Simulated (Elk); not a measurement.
# Input and output of a self-consistent single point for HgPPt5 (P4/mmm, 7 atoms in the cell) (Elk)

Level of theory: PBEsol, all-electron FP-LAPW, Elk's shipped species files, APW+lo basis with extra local orbitals (Elk 10.2.4).

This input was run:

```
tasks
  0

xctype
  22

tforce
  .true.

rgkmax
  8.0

gmaxvr
  18.0

lmaxapw
  10

lmaxo
  8

nxlo
  2

lorbcnd
  .true.

lradstp
  2

nrmtscf
  2.0

lmaxi
  4

swidth
  0.00499791

maxscl
  100

avec
    7.4437067939    0.0000000000    0.0000000000
    0.0000000000    7.4437067939    0.0000000000
    0.0000000000    0.0000000000   13.6246230024

sppath
  'species/'

atoms
  3
  'Hg.in'
  1
  0.5000000000  0.5000000000  0.0000000000    0.0 0.0 0.0
  'P.in'
  1
  0.0000000000  0.0000000000  0.5000000000    0.0 0.0 0.0
  'Pt.in'
  5
  0.0000000000  0.5000000000  0.3030700000    0.0 0.0 0.0
  0.0000000000  0.5000000000  0.6969300000    0.0 0.0 0.0
  0.5000000000  0.0000000000  0.3030700000    0.0 0.0 0.0
  0.5000000000  0.0000000000  0.6969300000    0.0 0.0 0.0
  0.0000000000  0.0000000000  0.0000000000    0.0 0.0 0.0

ngridk
  6 6 3
```

Log, with long lists cut:

```
│ Elk code version 10.2.4 │

All units are atomic (Hartree, Bohr, etc.)

│ Ground-state run starting from atomic densities │

Lattice vectors :
   7.443706794       0.000000000       0.000000000
   0.000000000       7.443706794       0.000000000
   0.000000000       0.000000000       13.62462300

Unit cell volume      :    754.9236136
Brillouin zone volume :   0.3285765725

Muffin-tin inner radius fraction :   0.1000000000E-01

Nuclei treated as point charges

Species :    1 (Hg)
 parameters loaded from : Hg.in
 name : mercury
 nuclear charge    :   -80.00000000
 electronic charge :    80.00000000
 atomic mass :    365653.2012
 muffin-tin radius :    2.732967439
 number of radial points in muffin-tin :   1399
 atomic positions (lattice), magnetic fields (Cartesian) :
   1 :   0.00000000  0.00000000  0.00000000    0.00000000  0.00000000  0.00000000

Species :    2 (P)
 parameters loaded from : P.in
 name : phosphorus
 nuclear charge    :   -15.00000000
 electronic charge :    15.00000000
 atomic mass :    56461.71226
 muffin-tin radius :    1.996789924
 number of radial points in muffin-tin :    799
 atomic positions (lattice), magnetic fields (Cartesian) :
   1 :   0.50000000  0.50000000  0.50000000    0.00000000  0.00000000  0.00000000

Species :    3 (Pt)
 parameters loaded from : Pt.in
 name : platinum
 nuclear charge    :   -78.00000000
 electronic charge :    78.00000000
 atomic mass :    355605.4398
 muffin-tin radius :    2.480528112
 number of radial points in muffin-tin :   1399
 atomic positions (lattice), magnetic fields (Cartesian) :
   1 :   0.50000000  0.00000000  0.30307000    0.00000000  0.00000000  0.00000000
   2 :   0.50000000  0.00000000 -0.30307000    0.00000000  0.00000000  0.00000000
   3 :   0.00000000  0.50000000  0.30307000    0.00000000  0.00000000  0.00000000
   4 :   0.00000000  0.50000000 -0.30307000    0.00000000  0.00000000  0.00000000
   [... lines left out ...]
Maximum |G| for potential and density :    18.00000000
 potential will be trimmed for |G| > 2 gkmax
Constant for pseudocharge density :   12
Radial integration step length :    2

G-vector grid sizes :     45    45    80
Number of G-vectors :    74311

Maximum angular momentum used for
 APW functions                      :   10
 outer part of muffin-tin           :    8
 inner part of muffin-tin           :    4

Total nuclear charge    :   -485.0000000
Total core charge       :    312.0000000
Total valence charge    :    173.0000000
Total excess charge     :    0.000000000
Total electronic charge :    485.0000000

Effective Wigner radius, rₛ :   0.7189370866

Number of empty states         :   28
Total number of valence states :  115
Total number of core states    :  312

Conduction state local-orbitals added automatically
Total number of local-orbitals :  872

Exchange-correlation functional :     22     0     0
 PBEsol, Phys. Rev. Lett. 100, 136406 (2008)
 gradient requirement :    1
 generalised gradient approximation (GGA)

Smearing type :    3
 Fermi-Dirac
Smearing width :   0.4997910000E-02
Effective electronic temperature (K) :    1578.215154

Mixing type :    3
 Broyden mixing, J. Phys. A: Math. Gen. 17, L317 (1984)

Kohn-Sham potential initialised from atomic data
│ Self-consistent loop started │
│ Loop number : 1 │
 total energy                :     -112187.012860
│ Loop number : 2 │
 total energy                :     -112189.778634
RMS change in Kohn-Sham potential (target) :   0.2030911354     (  0.1000000000E-05)
Absolute change in total energy (target)   :    2.765773981     (  0.1000000000E-03)
│ Loop number : 3 │
 total energy                :     -112191.409273
RMS change in Kohn-Sham potential (target) :   0.1963018589     (  0.1000000000E-05)
Absolute change in total energy (target)   :    2.322082481     (  0.1000000000E-03)
│ Loop number : 4 │
 total energy                :     -112192.758794
RMS change in Kohn-Sham potential (target) :   0.1904729136     (  0.1000000000E-05)
Absolute change in total energy (target)   :    1.930042107     (  0.1000000000E-03)
│ Loop number : 5 │
 total energy                :     -112193.556339
RMS change in Kohn-Sham potential (target) :   0.1491987009     (  0.1000000000E-05)
Absolute change in total energy (target)   :    1.280055142     (  0.1000000000E-03)
   [... lines left out ...]
Absolute change in total energy (target)   :   0.5246075511E-02 (  0.1000000000E-03)
│ Loop number : 16 │
 total energy                :     -112206.034661
RMS change in Kohn-Sham potential (target) :   0.6106133592E-06 (  0.1000000000E-05)
Absolute change in total energy (target)   :   0.3504930282E-02 (  0.1000000000E-03)
│ Loop number : 17 │
 total energy                :     -112206.034912
RMS change in Kohn-Sham potential (target) :   0.5274977986E-06 (  0.1000000000E-05)
Absolute change in total energy (target)   :   0.6258564536E-03 (  0.1000000000E-03)
│ Loop number : 18 │
 total energy                :     -112206.034828
RMS change in Kohn-Sham potential (target) :   0.1371014928E-06 (  0.1000000000E-05)
Absolute change in total energy (target)   :   0.2405542036E-03 (  0.1000000000E-03)
│ Loop number : 19 │
 total energy                :     -112206.034792
RMS change in Kohn-Sham potential (target) :   0.4257722490E-07 (  0.1000000000E-05)
Absolute change in total energy (target)   :   0.9529512317E-04 (  0.1000000000E-03)
Convergence targets achieved

│ Loop number : 20 │

Energies :
 Fermi                       :     0.404307812570
 sum of eigenvalues          :     -68910.4848410
 electron kinetic            :      128532.854936
 core electron kinetic       :      124196.592981
 Coulomb                     :     -238587.079958
 Coulomb potential           :     -194609.211678
 nuclear-nuclear             :     -8507.87921935
 electron-nuclear            :     -265549.189799
 Hartree                     :      35469.9890601
 Madelung                    :     -141282.474119
 xc potential                :     -2834.12809894
 exchange                    :     -2118.74879106
 correlation                 :     -33.0538136212
 electron entropic           :    -0.716185673631E-02
 total energy                :     -112206.034788

Density of states at Fermi energy :    85.50791453
 (states/Hartree/unit cell)

Estimated indirect band gap :   0.1053215526E-02
 from k-point     10 to k-point      8
Estimated direct band gap   :   0.1190208391E-01
 at k-point      7

Charges :
 core                        :    312.0000000
 valence                     :    173.0000000
 interstitial                :    10.84855506
 muffin-tins (core leakage)
  species :    1 (Hg)
   atom    1                 :    79.05011110     (  0.1065533804E-03)
  species :    2 (P)
   atom    1                 :    12.78633295     (  0.1017396847E-02)
  species :    3 (Pt)
   atom    1                 :    76.48527802     (  0.8382197634E-03)
   atom    2                 :    76.48527802     (  0.8382197634E-03)
   atom    3                 :    76.48527802     (  0.8382197634E-03)
   atom    4                 :    76.48527802     (  0.8382197634E-03)
   atom    5                 :    76.37388881     (  0.8319667395E-03)
 total in muffin-tins        :    474.1514449
 total calculated charge     :    484.9945825
 total charge                :    485.0000000
 error                       :   0.5417474673E-02

│ Self-consistent loop stopped │

Forces :
 species :    1 (Hg)
  atom :    1
   Hellmann-Feynman          :    -0.00000000    0.00000000    0.00000000
   [... lines left out ...]
 species :    3 (Pt)
  atom :    1
   Hellmann-Feynman          :     0.00000000    0.00000000   -0.07504535
   IBS                       :     0.00000000   -0.00000000    0.07384235
   total force               :     0.00000000   -0.00000000   -0.00120300
   total magnitude           :     0.00120300
  atom :    2
   Hellmann-Feynman          :     0.00000000   -0.00000000    0.07504535
   IBS                       :    -0.00000000    0.00000000   -0.07384235
   total force               :    -0.00000000    0.00000000    0.00120300
   total magnitude           :     0.00120300
  atom :    3
   Hellmann-Feynman          :    -0.00000000    0.00000000   -0.07504535
   IBS                       :     0.00000000   -0.00000000    0.07384235
   total force               :    -0.00000000   -0.00000000   -0.00120300
   total magnitude           :     0.00120300
  atom :    4
   Hellmann-Feynman          :    -0.00000000    0.00000000    0.07504535
   IBS                       :     0.00000000   -0.00000000   -0.07384235
   total force               :    -0.00000000   -0.00000000    0.00120300
   total magnitude           :     0.00120300
  atom :    5
   Hellmann-Feynman          :    -0.00000000    0.00000000    0.00000000
   IBS                       :     0.00000000    0.00000000    0.00000000
   total force               :    -0.00000000    0.00000000    0.00000000
   total magnitude           :     0.00000000
```

The run converged in 20 iterations. The count includes the last loop, which Elk runs after its targets are met.

The starting cell comes from a database of computed structures (which also holds hypothetical and non-ambient phases and stackings), without a prior relaxation at this level. Spin-orbit coupling is off. Spin polarisation is off. Values depend on the basis (sphere radii, cutoffs, local orbitals), which need not be converged. The log's line on a gap gives a spacing of levels on this mesh, which the program prints for metals too.

Cost on one core of a shared machine: roughly 7 min.
